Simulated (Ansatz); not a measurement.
The parent structure is AlN in the zinc blende structure (space group F-43m, No. 216; a = 4.403 Å).

All numbers come from Ansatz (a first-principles code), PBE, PAW, cutoff 420 eV, scalar-relativistic without spin-orbit coupling, earlier PAW set.

Before the change:

| Quantity | Value |
|---|---|
| Width of the top valence band | 2.63 eV |
| Density | 3.19 g/cm³ |
| Band gap | 3.31 eV |
| Electron mass | 0.53 mₑ along k, 0.33 mₑ across (at X) |
| Gap character | indirect, Γ → X |

Now apply this change: Ga takes the place of Al on all its sites; the structure is relaxed again.

Tabulated Pauling electronegativity and covalent radius: Al 1.61, 1.21 Å; Ga 1.81, 1.22 Å.

Question: Estimate the effect on the width of the top valence band.

Answer: The width of the top valence band grows by 0.87 eV, from 2.63 eV to 3.50 eV.

Question: How does this affect the density?

Answer: The density rises by 2.72 g/cm³, from 3.19 g/cm³ to 5.91 g/cm³.

Question: Estimate the effect on the band gap.

Answer: The band gap drops by 1.77 eV to 1.54 eV.

Question: How does this affect the electron mass?

Answer: The electron mass goes from 0.53 mₑ along k, 0.33 mₑ across (at X) to 0.14 mₑ (at Γ).

Question: What happens to the gap character?

Answer: The gap character goes from indirect, Γ → X to direct at Γ.

Effective masses come from finite differences of ±0.01 Å⁻¹. Along k means along the line from Γ to the band edge. Stability against distortions was not tested. This is not the structure that GaN has at room temperature and ambient pressure. This is not the structure that AlN has at room temperature and ambient pressure.
